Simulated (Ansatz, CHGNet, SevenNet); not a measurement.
GaSb (model structure, started from the WC type, P-6m2, No. 187, 2 atoms in the cell): properties by level of theory

```tsv
level (code)	equilibrium lattice constant a (Å)	c axis length (Å)
CHGNet 0.3.0	___	3.802
CHGNet-r²SCAN	___	3.634
SevenNet-l3i5	___	___
LDA (Ansatz)	___	___
PBEsol (Ansatz)	3.877	3.637
r²SCAN+rVV10 (Ansatz)	3.964	3.551
```

Q: Fill in the missing entries.

A: 
- CHGNet 0.3.0, equilibrium lattice constant a (Å): 3.926
- CHGNet-r²SCAN, equilibrium lattice constant a (Å): 3.975
- SevenNet-l3i5, equilibrium lattice constant a (Å): 4.150
- SevenNet-l3i5, c axis length (Å): 3.482
- LDA (Ansatz, a program for electronic structure), equilibrium lattice constant a (Å): 3.843
- LDA (Ansatz), c axis length (Å): 3.605

Caveats: the cell has another shape than the first-principles one, perhaps another minimum in the same group (SevenNet-l3i5). Ansatz's density-functional and Hartree–Fock values are scalar-relativistic unless marked +SOC, with PAW data made under PBE.

Static lattice: no zero-point or thermal effects.

A model structure was made by putting elements into a prototype or built by hand; it is no filed structure, need not be a known phase, and can be a saddle point held by its symmetry.
